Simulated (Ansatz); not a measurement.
## Computed paths: interstitial P in hcp Ru, neutral cell

System: interstitial P in hcp Ru (neutral cell). All values below come from PBE, PAW (plane waves to 420 eV; Ansatz, a program for electronic structure).

Settings: 36 host sites, the relaxed PBE lattice, a 2×2×2 k-point mesh shifted by half a step along c, smearing 0.10 eV, spin-restricted, no image-charge correction. Static, classical nuclei. Sites that were not tried may lie lower.

Barriers: single points on a 4×4×4 k-point mesh shifted by half a step along c at the bands' geometries.

| Route | Start site over the lowest site run (eV) | Hop (Å) | Forward barrier (eV) | Backward barrier (eV) | Neighbours at the start | Neighbours at the saddle | Saddle order | Forward, on the band's own sampling (eV) |
|---|---|---|---|---|---|---|---|---|
| one P atom jumps by itself | 0.00 | 2.14 | 1.46 | 1.46 | 6 Ru at 2.14 Å | 3 Ru at 1.99 Å | first order | 1.50 |

Paths come from CI-NEB runs.  

The whole set of runs took very roughly 1.9 core-hours.
